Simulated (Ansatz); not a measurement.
Take HfO$_{2}$ (space group P4_2/nmc, No. 137; a = 3.567 Å, c = 5.166 Å) as the base. Axes: x, y, z lie along a, b, c of the conventional cell.

Level of theory: PBEsol/PAW in Ansatz (an electronic-structure program), without spin-orbit coupling.

For the base:

```
Item                             Value
-----------------------------  -------
Shortest interatomic distance  2.061 Å
```

Now apply this change: the cell is compressed by 1.69 % along z with no lateral relaxation; the atoms relax in the strained cell.

### Question
What happens to the stress?

### Answer
The stress (xx, yy, zz, yz, xz, xy; compression positive) comes out as (1.34, 1.34, 5.97, 0.00, 0.00, 0.00) GPa.

### Question
Predict the new energy relative to the base.

### Answer
The energy increases by 3.3 meV/atom.

### Question
Predict the new largest internal atomic displacement.

### Answer
The largest internal atomic displacement comes out as 0.028 Å.

### Question
How does this affect the shortest interatomic distance?

### Answer
The shortest interatomic distance goes up by 0.0051 Å to 2.067 Å.

Whether these cells are dynamically stable was not tested. This is not the structure that HfO2 has at room temperature and ambient pressure.
